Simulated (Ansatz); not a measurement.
```cif
data_C3Ti6
_chemical_formula_sum 'Ti6 C3'
_space_group_name_H-M_alt 'R-3m :H'
_space_group_IT_number 166
_space_group_name_Hall '-R 3 2"'
_cell_length_a 3.05275
_cell_length_b 3.05275
_cell_length_c 14.31194
_cell_angle_alpha 90.000
_cell_angle_beta 90.000
_cell_angle_gamma 120.000
loop_
_atom_site_label
_atom_site_type_symbol
_atom_site_symmetry_multiplicity
_atom_site_Wyckoff_symbol
_atom_site_fract_x
_atom_site_fract_y
_atom_site_fract_z
_atom_site_occupancy
Ti1 Ti 6 c 0.00000 0.00000 0.24584 1
C1 C 3 b 0.00000 0.00000 0.50000 1
```
(The calculation used a cell of 3 atoms; values per cell refer to that cell.)

Ti2C (R-3m), PBEsol, DFPT electron-phonon coupling, linearised Boltzmann equation (plane waves, PAW, scalar-relativistic; Ansatz, a quantum-chemistry and plane-wave program): the phonon-limited resistivity at 300 K is 20.2 μΩ·cm (x, the basal plane), 20.2 μΩ·cm (y, the basal plane), 38.4 μΩ·cm (z, c). Third figures are kept for the arithmetic.

Q: How anisotropic is it, and between which bounds lies a dense polycrystal with random grains and no boundary scattering?

A: Largest over smallest: 1.90. Upper bound, grains in series: (20.2 + 20.2 + 38.4)/3 = 26 μΩ·cm. Lower bound, grains side by side: 3/Σ(1/ρ) = 24 μΩ·cm. The best single-crystal direction lies 16 % under the lower bound.

Q: The current-weighted mean free path is 5.99 nm along x and 5.61 nm along z. How does ρ₀ℓ differ between these directions?

A: x: 20.2 × 5.99 = 12.1×10⁻¹⁶ Ω·m²; z: 38.4 × 5.61 = 22×10⁻¹⁶ Ω·m², a ratio of 1.78. The size effect in a wire also hangs on the velocities towards its walls, so the isotropic formulas don't carry over to this crystal.

A metal at this level (no band gap). Only scattering by harmonic phonons is included (no impurities, grain boundaries, electron-electron scattering or thermal expansion). Spin-orbit coupling is left out. Halving the electron mesh (32x32x32) moves the resistivity by up to 2 % at 300 K, the mean free path by up to 2 %. Smearing 0.20 eV; phonons on a 5x5x5 q mesh, which this run doesn't test.

Computed structure with no diffraction record at hand here (it may be known, metastable or hypothetical): Ti2C (R-3m).
